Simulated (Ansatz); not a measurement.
For rock-salt LaS, LDA (plane waves, PAW; Ansatz, a program for electronic structure) gives:

- lattice parameter a = 5.768 Å
- bulk modulus B0 = 95.0 GPa

What does HSE06 (plane waves, PAW; Ansatz) give for the same quantities?


- lattice constant a: 5.859 Å (goes up by 1.6 %)
- bulk modulus: 86.7 GPa (decreases by 8.7 %)

Changes are worked out from the printed values.

Unless a cell is named, each level is at its own relaxed cell (LDA 23.99, HSE06 25.14 Å³/atom).

Caveats: the relaxation could not lower the start's symmetry, so the cell can be a saddle point above a distorted one (LDA, HSE06). Ansatz's density-functional and Hartree–Fock values are scalar-relativistic unless marked +SOC, with PAW data made under PBE.
